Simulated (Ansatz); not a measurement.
Input:

```xyz
2
Lattice="0.0000 2.2023 2.2023 2.2023 0.0000 2.2023 2.2023 2.2023 0.0000" Properties=species:S:1:pos:R:3 pbc="T T T"
C      3.3035     3.3035     3.3035
Si     0.0000     0.0000     0.0000
```

No spin polarisation.

The values are results of Ansatz (a program for electronic structure) PBE, without spin-orbit coupling, earlier PAW set, not measurements. Settings: 13×13×13 k-points, 0.05 eV Fermi–Dirac smearing.

Q: What smallest direct gap does the calculation give?

A: 4.52 eV.

Q: Estimate the hole mass (degenerate bands, along [100]).

A: 0.35, 0.59, 0.59 mₑ (at Γ).

Q: What is the computed band gap?

A: 1.39 eV.

The cells carry an imposed strain or load. Effective masses come from finite differences of ±0.01 Å⁻¹. No phonon test of stability was made. The cell was made from SiC in the zinc blende structure (space group F-43m, No. 216) by this change: isotropic strain +0.57 %.
